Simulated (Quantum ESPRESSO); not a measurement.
# Several settings converged on CrW (Cmm2, 2 atoms in the cell)

```yaml
crystal:
  lattice:
    - [1.53661, -2.20218, 0.00000]
    - [1.53661, 2.20218, 0.00000]
    - [0.00000, 0.00000, 4.23919]
  atoms:
    - { symbol: Cr, position: [0.00000, 0.00000, 0.01179] }
    - { symbol: W, position: [0.50000, 0.50000, 0.50000] }
```

Base method: PBEsol, GBRV 1.5 ultrasoft (PBESOL) pseudopotentials (plane waves; Quantum ESPRESSO).

Base settings: ecutwfc = 50 Ry; ecutrho = 400 Ry; occupations = smearing; smearing = gaussian; degauss = 0.0073499 Ry; potentials = {Cr: cr_pbesol_v1.5.uspp.F.UPF, W: w_pbesol_v1.2.uspp.F.UPF}; K_POINTS = automatic 6 6 4 0 0 0; conv_thr = 1e-10 Ry; mixing_beta = 0.3.

The count of work is k-points × plane waves × bands × iterations; it is no time. 

**Shifted k-point meshes**

Only quantities that move along the ladder and can be compared are tabulated.

| K_POINTS | free energy less the last step's (meV/atom) | pressure (GPa) | largest difference of a force vector from the last step's (eV/Å) | count of work / last |
|---|---|---|---|---|
| automatic 2 2 2 1 1 1 | 810.80 | 1.76 | 0.444 | 0.0036 |
| automatic 4 4 2 1 1 1 | -89.08 | -14.17 | 0.028 | 0.0059 |
| automatic 5 5 3 1 1 1 | 16.33 | -12.27 | 0.076 | 0.018 |
| automatic 7 7 4 1 1 1 | -3.98 | -13.19 | 0.008 | 0.032 |
| automatic 9 9 6 1 1 1 | 8.66 | -12.98 | 0.005 | 0.074 |
| automatic 23 23 14 1 1 1 | 0.00 | -13.10 | 0.000 | 1.0 |

Coarsest K_POINTS that holds the forces within 0.02 eV/Å of the last step, with all finer ones: automatic 7 7 4 1 1 1, at 0.032 of the last step's count of work; the step before is off by 0.076 eV/Å.

Coarsest K_POINTS that holds the pressure within 1 GPa of the last step, with all finer ones: automatic 5 5 3 1 1 1, at 0.018 of the last step's count of work; the step before is off by 1.1 GPa.

Coarsest K_POINTS that holds the free energy within 5 meV/atom: not settled: the last two steps still differ by 8.7 meV/atom, over half the tolerance, so the ladder does not show it.

**The width of Fermi-Dirac smearing**

In this ladder: smearing = fermi-dirac; K_POINTS = automatic 10 10 7 0 0 0.

Narrow widths need finer meshes than wide ones, so the last steps can hold mesh noise.

Only quantities that move along the ladder and can be compared are tabulated; pressure and forces are left out, as mesh noise rules them at narrow widths.

```tsv
degauss	free energy less the last step's (meV/atom)	energy extrapolated to zero width less the last step's (meV/atom)
0.073499 Ry	-1750.40	6.23
0.036749 Ry	-386.20	47.92
0.02205 Ry	-114.29	12.91
0.0073499 Ry	0.00	0.00
```

Widest degauss that holds the free energy within 5 meV/atom: not settled: the last two steps still differ by 110 meV/atom, over half the tolerance, so the ladder does not show it.

Widest degauss that holds the energy extrapolated to zero width within 2 meV/atom: not settled: the last two steps still differ by 13 meV/atom, over half the tolerance, so the ladder does not show it.

The extrapolation to zero width removes most of the smearing's effect on the energy.

**The SCF threshold**

The mesh stays at the base's, so the ladder's end is converged at best in this setting alone.

Only quantities that move along the ladder and can be compared are tabulated.

```tsv
conv_thr	free energy less the last step's (meV/atom)	largest difference of a force vector from the last step's (eV/Å)	count of work / last
0.0073 Ry	14.81	0.025	0.28
7.3e-05 Ry	0.33	0.006	0.39
7.3e-07 Ry	0.00	0.001	0.56
7.3e-09 Ry	0.00	0.000	0.67
1e-10 Ry	0.00	0.000	0.78
7.3e-14 Ry	0.00	0.000	1.0
```

Coarsest conv_thr that holds the free energy within 2 meV/atom of the last step, with all finer ones: 7.3e-05 Ry, at 0.39 of the last step's count of work; the step before is off by 15 meV/atom.

Coarsest conv_thr that holds the forces within 0.01 eV/Å of the last step, with all finer ones: 7.3e-05 Ry, at 0.39 of the last step's count of work; the step before is off by 0.025 eV/Å.

On the base run: the starting cell comes from a database of computed structures (which also holds hypothetical and non-ambient phases and stackings), without a prior relaxation at this level. Its lattice was rescaled by up to half a per cent. One atom was moved a little off its site on purpose. Spin polarisation is off. In the base run, with a pressure of about -14 GPa the cell is away from its equilibrium volume at this level. Without a gap this mesh is coarse (it stands for a supercell whose shortest vector is 16 Å).

Left out of this page: 2 runs of the series outside the window shown, repeating another row's setting, or not comparable.
